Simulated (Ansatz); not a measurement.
Consider SnSe in the GeS type structure (space group Pnma, No. 62; a = 11.493 Å, b = 4.169 Å, c = 4.385 Å; layered, stacked along the Cartesian x axis). Axes: x, y, z lie along a, b, c of the conventional cell.

Calculations: PBE-D3(BJ) (Ansatz, a first-principles code), no spin-orbit coupling.

Now apply this change: an isotropic linear strain of −0.74 %, atoms relaxed at fixed cell.

### Question
Predict the stress tensor and what it implies for the stiffness.

### Answer
Stress of the strained cell less that of the base (GPa, compression positive):
```
   0.83    0.00    0.00
   0.00    0.99    0.00
   0.00    0.00    0.77
```

Then B = −ΔP/(ΔV/V₀) with ΔV/V₀ = -0.0220 gives secant stiffness values (nonlinear terms included at this strain): B (at held cell shape, above the free-shape value) ≈ 39 GPa.

Whether these cells are dynamically stable was not tested. The program warned that a D3 coordination switch lies within reach, so dispersion energies are less smooth here.
